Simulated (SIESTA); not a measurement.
Input and output of a self-consistent single point for NiTeO4 (Imma, 12 atoms in the cell) (SIESTA).

Computed with LDA PW92, numerical atomic orbitals DZP, PseudoDojo LDA standard norm-conserving potentials (rewritten from UPF to PSML) run with SIESTA.

The change in words: parallel starting moments (0.1 0.1 0 0 0 0 0 0 0 0 0 0 μB); DM.InitSpin: [1 +2.00, 2 +2.00, 3 +0.00, 4 +0.00, 5 +0.00, 6 +0.00, 7 +0.00, 8 +0.00, 9 +0.00, 10 +0.00, 11 +0.00, 12 +0.00] → [1 +0.10, 2 +0.10, 3 +0.00, 4 +0.00, 5 +0.00, 6 +0.00, 7 +0.00, 8 +0.00, 9 +0.00, 10 +0.00, 11 +0.00, 12 +0.00]. Reference geometry:
```
NiTeO4
1.0
   -3.05793     3.07997     4.31980
    3.05793    -3.07997     4.31980
    3.05793     3.07997    -4.31980
Ni Te O
2 2 8
Direct
  0.50000   0.00000   0.00000
  0.50000   0.50000   0.50000
  0.00000   0.00000   0.00000
  0.50000   0.00000   0.50000
  0.25159   0.78246   0.03087
  0.74841   0.21754   0.96913
  0.25159   0.22072   0.46913
  0.74841   0.77928   0.53087
  0.24336   0.21962   0.02374
  0.75664   0.78038   0.97626
  0.69588   0.21962   0.47626
  0.30412   0.78038   0.52374
```
Moments meant for the start (each program seeds them in its own way; μB, in the order of the atoms Ni Ni Te Te O O O O O O O O): 2.0 2.0 0.0 0.0 0.0 0.0 0.0 0.0 0.0 0.0 0.0 0.0.

Reference input (self-consistent single point, DFT, LDA PW92, numerical atomic orbitals DZP, PseudoDojo LDA standard norm-conserving potentials (rewritten from UPF to PSML)): XC.functional = LDA; XC.authors = PW92; potentials = PseudoDojo LDA standard; PAO.BasisSize = DZP; PAO.EnergyShift = 0.005 Ry; MeshCutoff = 300 Ry; kgrid.MonkhorstPack = 3 3 3; OccupationFunction = MP; OccupationMPOrder = 0; ElectronicTemperature = 50 meV; Spin = polarized; MaxSCFIterations = 150. This run's input differs from it in these lines:

```diff
@@ -48,4 +48,4 @@
 %block DM.InitSpin
-  1 +2.00
-  2 +2.00
+  1 +0.10
+  2 +0.10
   3 +0.00
```

Output, abridged:

```
        iscf     Eharris(eV)        E_KS(eV)     FreeEng(eV)     dDmax    Ef(eV) dHmax(eV)
   scf:    1   -18158.708721   -18321.574383   -18321.598305  0.636593 -3.275437 35.346174
     spin moment: {S} , |S| = {        0.0        0.0    0.83256 }     0.83256
   scf:    2   -18389.086494   -18380.932492   -18380.946691  0.935360 -5.370341 11.072213
     spin moment: {S} , |S| = {        0.0        0.0    0.70996 }     0.70996
   scf:    3   -18388.485709   -18384.913689   -18384.926077  0.075309 -5.246966  8.600201
     spin moment: {S} , |S| = {        0.0        0.0    0.78976 }     0.78976
   [... lines left out ...]
     spin moment: {S} , |S| = {        0.0        0.0   -0.06910 }    -0.06910
   scf:  148   -18389.716761   -18389.716766   -18389.736415  0.000360 -5.094322  0.017192
     spin moment: {S} , |S| = {        0.0        0.0   -0.06695 }    -0.06695
   scf:  149   -18389.716766   -18389.716766   -18389.736415  0.000229 -5.094327  0.017519
     spin moment: {S} , |S| = {        0.0        0.0   -0.06518 }    -0.06518
   scf:  150   -18389.716787   -18389.716776   -18389.736429  0.000302 -5.094326  0.018043
     spin moment: {S} , |S| = {        0.0        0.0   -0.06401 }    -0.06401
SCF_NOT_CONV: SCF did not converge in maximum number of steps (required).
SCF_NOT_CONV: SCF did not converge in maximum number of steps (required).
Geom step, scf iteration, dDmax, dHmax:    0   150      0.000302     0.001326
Geom step, scf iteration, dDmax, dHmax:    0   150      0.000302     0.001326

ABNORMAL_TERMINATION
ABNORMAL_TERMINATION
Stopping Program from Node:    0
Stopping Program from Node:    0
```

The run ended unconverged after 150 iterations. 

The starting cell comes from a database of computed structures (which also holds hypothetical and non-ambient phases and stackings), without a prior relaxation at this level. Values carry the incompleteness of an atom-centred basis.

Cost on one core of a shared machine: roughly 8 min.
